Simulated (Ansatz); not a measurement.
An Ansatz (a first-principles code) input (LDA/PAW in Ansatz, scalar-relativistic without spin-orbit coupling):

Ansatz 0.2 input:
```yaml
crystal:
  lattice:
    - [0, 2.1644923784, 2.207782226]
    - [2.1644923784, 0, 2.207782226]
    - [2.1644923784, 2.1644923784, 0]
  atoms:
    - { symbol: Si, position: [0, 0, 0] }
    - { symbol: C, position: [0.25, 0.25, 0.25] }
basis: { ecutwfc: 420, ecutrho_ratio: 4, xc_grid: 2, fft_grid_basis: typed }
kpoints: { mp_grid: { grid: [13, 13, 13] } }
hamiltonian:
  xc: lda
  dispersion: none
  pseudopotentials: { kind: paw }
scf: { occupations: { method: fermi_dirac, width: 0.05 }, convergence: { dr2_threshold: 0.0000000002 } }
relax: { f_tol: 0.005, max_steps: 50 }
output: { forces: true, stress: true }
checkpoint: { write: state.ck, write_every: 1000 }
```

Q: Which symmetry and how many k-points will the program report, and about how many plane waves at Γ?

A: Space group I-4m2 (ITA 119) with 8 operations, k-points 196 of 2197, and 411 plane waves at Γ.

Q: And the final pressure?

A: -4.40 GPa (compression positive).

The cells carry an imposed strain or load. No phonon test of stability was made. The cell was made from SiC in the zinc blende structure (space group F-43m, No. 216) by this change: uniaxial strain ε_zz = +2.00 %.
